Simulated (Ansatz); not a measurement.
## MoS2: pressure series

Start from MoS$_{2}$ in the 2H-MoS2 type structure (space group P6_3/mmc, No. 194; a = 3.149 Å, c = 12.090 Å; layered, stacked along the Cartesian z axis).

Cell and atoms are relaxed at each pressure.

Calculations: PBE-D3(BJ), PAW, 420 eV (Ansatz, a quantum-chemistry and plane-wave program; no SOC).

Q: Only one of these has no band gap. Which?
A) pressure 100 GPa
B) pressure 7 GPa
C) pressure −1 GPa

A: A, pressure 100 GPa. Computed: pressure −1 GPa: 0.87 eV; pressure 100 GPa: zero; pressure 7 GPa: 0.38 eV

A case with no gap was solved on a k-mesh chosen for an insulator, which is coarse for it. Load acts through the strain it causes; cell and atoms are relaxed under it. No phonon test of stability was made. No other phases were tried under pressure. The final runs are not spin-polarised.
